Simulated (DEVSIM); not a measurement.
Device: Si p-n junction from an implanted or diffused profile, at 300 K.

Layer 1 from the left is Si, thickness (μm) 3.10, Nd (cm⁻³) 2e15, τn (s) 5.3e-7, τp (s) 5.3e-7.

Added acceptor profile: 1.3e17 cm⁻³ × exp(−(x − 0.044 μm)²/(2·(0.21 μm)²)). Left contact: ohmic. Right contact: ohmic. Voltage is applied to the left contact. Recombination: SRH at mid-gap, radiative, Auger. Mobility is μmin + (μ − μmin)/(1 + (N/Nref)^α).

Constants are typed, rounded textbook-type inputs, not results; the design itself was drawn at random and stands for no fabricated device. Values at 300 K.

Si: gap (eV) 1.124, affinity (eV) 4.05, permittivity 11.7, Nc (cm⁻³) 2.86e19, Nv (cm⁻³) 3.1e19, μn (cm²/Vs) 1417, μp (cm²/Vs) 470, μn,min 52, μp,min 45, Nref,n 9.7e16, Nref,p 2.2e17, αn 0.68, αp 0.72, B (cm³/s) 4.7e-15, Cn (cm⁶/s) 2.8e-31, Cp (cm⁶/s) 9.9e-32.

DEVSIM, 1D drift-diffusion, Boltzmann statistics, complete ionisation; no tunnelling, impact ionisation, image-force lowering or self-heating.

Q: What does the simulation give for the dark forward voltage at 1 A/cm², the potential step across the device at zero bias, the dark forward voltage at 100 A/cm²?

A: dark forward voltage at 1 A/cm² 0.551 V; potential step across the device at zero bias 0.734 V; dark forward voltage at 100 A/cm² 0.697 V.
